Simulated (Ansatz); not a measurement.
Na2PdH4 (space group I4/mmm, No. 139; a cell from a computed database, its experimental status unchecked)

```
CELL_PARAMETERS angstrom
     -2.63686     2.63686     3.25708
      2.63686    -2.63686     3.25708
      2.63686     2.63686    -3.25708
ATOMIC_POSITIONS crystal
  Na 0.75000 0.25000 0.50000
  Na 0.25000 0.75000 0.50000
  H  0.21991 0.21991 0.43982
  H  0.78009 0.78009 0.56018
  H  0.21991 0.78009 0.00000
  H  0.78009 0.21991 0.00000
  Pd 0.00000 0.00000 0.00000
```

Calculations: r2SCAN (Ansatz, a quantum-chemistry and plane-wave program, PAW, no spin-orbit coupling). Γ-centred 9×9×9 mesh, Fermi–Dirac width 0.05 eV.

- Volume per atom = 12.94 Å³
- Density = 2.87 g/cm³
- Band gap = 2.53 eV, indirect, M → P
- Electron mass = 0.62 mₑ along c, 0.38 mₑ across
- Lowest conduction-band minima above the VBM = P (1/4, 1/4, 1/4) 2.53 eV; M (1/2, 1/2, 1/2) 2.65 eV
- Total energy = -1432.710 eV/atom (σ→0; compares only within this code and set-up)

Masses are band curvatures over ±0.01 Å⁻¹ around the edge. No phonon test of stability was made.
